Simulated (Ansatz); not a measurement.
Rock-salt LaSe, treated with LDA (Ansatz, a program for electronic structure, plane waves, PAW).

Settings: plane-wave cutoff 520 eV, 16×16×16 k mesh, Fermi–Dirac smearing 0.05 eV, scalar-relativistic PAW data made under PBE.

Cell (relaxed at this level):

```cif
data_LaSe
_chemical_formula_sum 'La1 Se1'
_space_group_name_H-M_alt 'P 1'
_space_group_IT_number 1
_cell_length_a 4.22592
_cell_length_b 4.22592
_cell_length_c 4.22592
_cell_angle_alpha 60.000
_cell_angle_beta 60.000
_cell_angle_gamma 60.000
loop_
_space_group_symop_operation_xyz
  'x, y, z'
loop_
_atom_site_label
_atom_site_type_symbol
_atom_site_fract_x
_atom_site_fract_y
_atom_site_fract_z
_atom_site_occupancy
La1 La 0.00000 0.00000 0.00000 1
Se1 Se 0.50000 0.50000 0.50000 1
```

Task: What does this level give for the bulk modulus B0 and pressure derivative B′ of the bulk modulus?

Result: 
* **bulk modulus B0**: 82.2 GPa
* **pressure derivative B′ of the bulk modulus**: 4.5

The run finds no gap.

Spin–orbit coupling is not included; it can open a gap where bands touch, and shift volumes and moduli.

Computed values are for the static lattice.

It cost around 2.1 core-minutes (rough) of CPU time.
